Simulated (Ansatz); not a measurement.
Consider MoS$_{2}$ (space group P6_3/mmc, No. 194; a = 3.109 Å, c = 11.709 Å; layered, stacked along the Cartesian z axis).

Levels (all Ansatz, a quantum-chemistry and plane-wave program, PAW): PBEsol-D3(BJ) (420 eV, spin-orbit coupling left out); r2SCAN (500 eV, no SOC); HSE06 (420 eV, no SOC).

Levels that relaxed their own cell: PBEsol-D3(BJ).

```csv
level,band gap,lattice parameter a,lattice parameter c
PBEsol-D3(BJ),0.52 eV,3.109 Å,11.709 Å
r2SCAN,0.68 eV,–,–
HSE06,1.09 eV,–,–
```

Problem. What does experiment give, and how far off is each level?

Solution. Measured: band gap 1.23 eV (room temperature; as listed in Carlos M. O. Bastos et al., Physical Review Materials (2019)); lattice parameter a 3.16 Å (room temperature; as listed in arXiv:1605.07067); lattice parameter c 12.294 Å (room temperature; as listed in arXiv:1605.07067). Computed minus measured — band gap: PBEsol-D3(BJ) -0.71 eV, r2SCAN -0.55 eV, HSE06 -0.14 eV (closest: HSE06); lattice parameter a: PBEsol-D3(BJ) -1.6 %; lattice parameter c: PBEsol-D3(BJ) -4.8 %. Measured values not marked as corrected hold thermal and zero-point effects that the static-lattice runs lack. A measured gap can be an optical one, lowered by exciton binding. Levels without spin-orbit coupling miss its effect on the gap.

Single points use the geometry relaxed with PBEsol-D3(BJ). HSE06 gaps are upper bounds (no full band path). Stability against distortions was not tested.
